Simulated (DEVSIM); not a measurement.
Structure: abrupt Ge p-n junction, at 400 K.

| layer (left to right) | material | thickness (μm) | Nd (cm⁻³) | Na (cm⁻³) | τn (s) | τp (s) |
|---|---|---|---|---|---|---|
| 1 | Ge | 70.0 | - | 1.1e15 | 1.6e-5 | 1.6e-5 |
| 2 | Ge | 64.0 | 6e17 | - | 1.6e-5 | 1.6e-5 |

Left contact: ohmic. Right contact: ohmic. Voltage is applied to the left contact. Recombination: SRH at mid-gap, radiative, Auger. Mobility is μmin + (μ − μmin)/(1 + (N/Nref)^α).

Constants are typed, rounded textbook-type inputs, not results; the design itself was drawn at random and stands for no fabricated device. Values at 300 K; Nc and Nv go as T^1.5, mobilities as T to minus their exponent, the gap by Varshni's rule with the affinity fixed.

```csv
parameter,Ge
gap (eV),0.664
affinity (eV),4
permittivity,16
Nc (cm⁻³),1.04e19
Nv (cm⁻³),6e18
μn (cm²/Vs),3900
μp (cm²/Vs),1900
"μn,min",150
"μp,min",100
"Nref,n",2.6e17
"Nref,p",4e17
αn,0.56
αp,0.6
T exponent of μn,1.66
T exponent of μp,2.33
B (cm³/s),6.4e-14
Cn (cm⁶/s),1e-31
Cp (cm⁶/s),1e-31
Varshni α (eV/K),0.000477
Varshni β (K),235
```

Model (solved in DEVSIM): 1D drift-diffusion, Boltzmann statistics, complete ionisation; no tunnelling, impact ionisation, image-force lowering or self-heating.

Base results: largest field in the device at zero bias (V/cm) 42000; potential step across the device at zero bias (V) 0.221; dark forward voltage at 100 A/cm² (V) 0.221.

Question: What follows from this one change: thickness of layer 1 70 → 42 μm?

Answer: largest field in the device at zero bias little changed (42000 V/cm); potential step across the device at zero bias little changed (0.221 V); dark forward voltage at 100 A/cm² 0.221 → 0.187 V.

Question: What follows from this one change: thickness of layer 2 64 → 320 μm?

Answer: largest field in the device at zero bias little changed (42000 V/cm); potential step across the device at zero bias little changed (0.221 V); dark forward voltage at 100 A/cm² 0.221 → 0.246 V.

Question: What follows from this one change: doping Na of layer 1 1.1e+15 → 3.3e+16 cm^-3?

Answer: largest field in the device at zero bias 42000 → 54000 V/cm; potential step across the device at zero bias 0.221 → 0.317 V; dark forward voltage at 100 A/cm² 0.221 → 0.269 V.

Question: What follows from this one change: constant mobility in place of the doping-dependent one?

Answer: largest field in the device at zero bias little changed (42000 V/cm); potential step across the device at zero bias little changed (0.221 V); dark forward voltage at 100 A/cm² 0.221 → 0.215 V.
